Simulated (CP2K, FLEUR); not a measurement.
A FLEUR input for a self-consistent single point of Mg3Sc (Pm-3m, 4 atoms in the cell) (DFT, PBEsol, all-electron FLAPW (FLEUR), scalar-relativistic valence):

Input of the input generator:

```
Mg3Sc crystal
&input film=f /
1.0000000000 0.0000000000 0.0000000000
0.0000000000 1.0000000000 0.0000000000
0.0000000000 0.0000000000 1.0000000000
8.5661417510
1.0 1.0 1.0

4
12 0.5000000000 0.5000000000 0.0000000000
12 0.0000000000 0.5000000000 0.5000000000
12 0.5000000000 0.0000000000 0.5000000000
21 0.0000000000 0.0000000000 0.0000000000

&comp jspins=1 /
&exco xctyp='PBEs' /
&kpt div1=10 div2=10 div3=10 gamma=t /
&end /
```

```xml
<?xml version="1.0" encoding="UTF-8" standalone="no"?>
<fleurInput fleurInputVersion="0.39">
   <comment>
      Mg3Sc crystal                                                                                       
   </comment>
   <calculationSetup>
      <cutoffs Kmax="3.8" Gmax="15.2" GmaxXC="15.2" numbands="0"/>
      <scfLoop itmax="60" minDistance="0.00001" maxIterBroyd="15" imix="Anderson" alpha="0.05" precondParam="0.0" spinf="2.0"/>
      <coreElectrons ctail="T" frcor="F" kcrel="0" coretail_lmax="0"/>
      <xcFunctional name="PBEs" relativisticCorrections="F"/>
      <magnetism jspins="1"/>
      <soc l_soc="F" theta="0.0" phi="0.0" spav="F"/>
      <expertModes spex="0" secvar="F"/>
      <geometryOptimization l_f="T" forcealpha="1.0" forcemix="BFGS" epsdisp="0.00001" epsforce="0.00001"/>
      <ldaU l_linMix="F" mixParam="0.05" spinf="1.0"/>
   </calculationSetup>
   <cell>
      <bzIntegration valenceElectrons="41.0" mode="hist" fermiSmearingEnergy="0.00183747">
         <kPointListSelection listName="default-1"/>
         <!-- k-points included here -->
         <xi:include xmlns:xi="http://www.w3.org/2001/XInclude" href="kpts.xml"> </xi:include>
      </bzIntegration>
      <!-- symmetry operations included here -->
      <xi:include xmlns:xi="http://www.w3.org/2001/XInclude" href="sym.xml"> </xi:include>
      <bulkLattice scale="1.0">
         <bravaisMatrix>
            <row-1>    8.5661417510000000     0.0000000000000000     0.0000000000000000</row-1>
            <row-2>    0.0000000000000000     8.5661417510000000     0.0000000000000000</row-2>
            <row-3>    0.0000000000000000     0.0000000000000000     8.5661417510000000</row-3>
         </bravaisMatrix>
      </bulkLattice>
   </cell>
   <atomSpecies>
      <species name="Magnesium (Mg)" element="Mg" atomicNumber="12">
         <mtSphere radius="2.63" gridPoints="925" logIncrement="0.013"/>
         <atomicCutoffs lmax="10" lnonsphr="8"/>
         <electronConfig flipSpins="F">
            <coreConfig>(1s1/2)</coreConfig>
            <valenceConfig>(2s1/2) (2p1/2) (2p3/2) (3s1/2)</valenceConfig>
         </electronConfig>
         <energyParameters s="3" p="3" d="3" f="4"/>
         <lo type="SCLO" l="0" n="2" eDeriv="0"/>
         <lo type="SCLO" l="1" n="2" eDeriv="0"/>
      </species>
      <species name="Scandium (Sc)" element="Sc" atomicNumber="21">
         <mtSphere radius="2.63" gridPoints="925" logIncrement="0.013"/>
         <atomicCutoffs lmax="10" lnonsphr="8"/>
         <electronConfig flipSpins="F">
            <coreConfig>(1s1/2) (2s1/2) (2p1/2) (2p3/2)</coreConfig>
            <valenceConfig>(3s1/2) (3p1/2) (3p3/2) (4s1/2) (3d3/2) (3d5/2)</valenceConfig>
            <stateOccupation state="(3d3/2)" spinUp="0.2" spinDown="0.2"/>
            <stateOccupation state="(3d5/2)" spinUp="0.3" spinDown="0.3"/>
         </electronConfig>
         <energyParameters s="4" p="4" d="3" f="4"/>
         <lo type="SCLO" l="0" n="3" eDeriv="0"/>
         <lo type="SCLO" l="1" n="3" eDeriv="0"/>
      </species>
   </atomSpecies>
   <atomGroups>
      <atomGroup species="Magnesium (Mg)">
         <relPos label="                   1">1.000/2.000 1.000/2.000 .0000000000</relPos>
         <relPos label="                   2">.0000000000 1.000/2.000 1.000/2.000</relPos>
         <relPos label="                   3">1.000/2.000 .0000000000 1.000/2.000</relPos>
         <force calculate="T" relaxXYZ="TTT"/>
      </atomGroup>
      <atomGroup species="Scandium (Sc)">
         <relPos label="                   4">.0000000000 .0000000000 .0000000000</relPos>
         <force calculate="T" relaxXYZ="TTT"/>
      </atomGroup>
   </atomGroups>
   <output dos="F" band="F" slice="F">
      <checks vchk="F" cdinf="F"/>
      <bandDOS minEnergy="-.5*Htr" maxEnergy="0.5*Htr" sigma="0.015" storeEVData="T"/>
      <vacuumDOS vacdos="F" integ="F" star="F" nstars="0" locx1="0.0" locy1="0.0" locx2="0.0" locy2="0.0" nstm="0" tworkf="0.0"/>
      <unfoldingBand unfoldBand="F" supercellX="1" supercellY="1" supercellZ="1"/>
      <plotting iplot="0" polar="F">
         <plot TwoD="T" vec1="  1.0  0.0  0.0" vec2="  0.0  1.0  0.0" vec3="  0.0  0.0  1.0" zero="  0.0  0.0  0.0" file="plot"/>
      </plotting>
      <chargeDensitySlicing numkpt="0" minEigenval="0.0" maxEigenval="0.0" nnne="0" pallst="F"/>
      <specialOutput eonly="F"/>
      <magneticCircularDichroism mcd="F" energyLo="-10.0" energyUp="0.0"/>
   </output>
  <!-- We include the file relax.xml here to enable relaxations (see documentation) -->
  <xi:include xmlns:xi="http://www.w3.org/2001/XInclude" href="relax.xml"> <xi:fallback/> </xi:include>
</fleurInput>
```

**Question.** Give the CP2K input for the same structure, mesh, smearing and functional.

**Answer.** This is the input that was run; spellings and numerical settings could be chosen otherwise.

```
&GLOBAL
  PROJECT run
  RUN_TYPE ENERGY_FORCE
  PRINT_LEVEL MEDIUM
&END GLOBAL
&FORCE_EVAL
  METHOD Quickstep
  STRESS_TENSOR ANALYTICAL
  &DFT
    BASIS_SET_FILE_NAME BASIS_MOLOPT
    POTENTIAL_FILE_NAME GTH_POTENTIALS
    &QS
      METHOD GPW
      EPS_DEFAULT 1E-10
    &END QS
    &MGRID
      CUTOFF 1000
      REL_CUTOFF 50
      NGRIDS 5
    &END MGRID
    &SCF
      SCF_GUESS ATOMIC
      EPS_SCF 1E-6
      MAX_SCF 100
      ADDED_MOS 8
      &DIAGONALIZATION
        ALGORITHM STANDARD
      &END DIAGONALIZATION
      &MIXING
        METHOD BROYDEN_MIXING
        ALPHA 0.2
        NBUFFER 12
        BETA 1.5
      &END MIXING
      &SMEAR ON
        METHOD FERMI_DIRAC
        ELECTRONIC_TEMPERATURE [K] 580.23
      &END SMEAR
    &END SCF
    &KPOINTS
      SCHEME MONKHORST-PACK 10 10 10
      GAMMA_CENTERED T
    &END KPOINTS
    &XC
      &XC_FUNCTIONAL
        &PBE
          PARAMETRIZATION PBESOL
        &END PBE
      &END XC_FUNCTIONAL
    &END XC
    &PRINT
      &MO
        EIGENVALUES T
        OCCUPATION_NUMBERS T
        NDIGITS 8
        FILENAME mo
        &EACH
          QS_SCF 0
        &END EACH
        ADD_LAST NUMERIC
      &END MO
      &MULLIKEN ON
      &END MULLIKEN
    &END PRINT
  &END DFT
  &SUBSYS
    &CELL
      ABC 4.53300700 4.53300700 4.53300700
      ALPHA_BETA_GAMMA 90.00000000 90.00000000 90.00000000
      PERIODIC XYZ
    &END CELL
    &COORD
      SCALED
      Mg       0.50000000     0.50000000     0.00000000
      Mg       0.00000000     0.50000000     0.50000000
      Mg       0.50000000     0.00000000     0.50000000
      Sc       0.00000000     0.00000000     0.00000000
    &END COORD
    &KIND Mg
      BASIS_SET DZVP-MOLOPT-SR-GTH
      POTENTIAL GTH-PBE-q10
    &END KIND
    &KIND Sc
      BASIS_SET DZVP-MOLOPT-SR-GTH
      POTENTIAL GTH-PBE-q11
    &END KIND
  &END SUBSYS
  &PRINT
    &FORCES ON
    &END FORCES
    &STRESS_TENSOR ON
    &END STRESS_TENSOR
  &END PRINT
&END FORCE_EVAL
```

Basis settings and potentials, where a program has them, do not carry over. This input uses DFT PBEsol, GPW, DZVP-MOLOPT-SR-GTH basis, GTH-PBE potentials (GTH_POTENTIALS).

The starting cell comes from a database of computed structures (which also holds hypothetical and non-ambient phases and stackings), without a prior relaxation at this level. Its lattice was rescaled by a random factor within 2.5 % of one. For this run, on top of that: lattice scaled by 0.98.
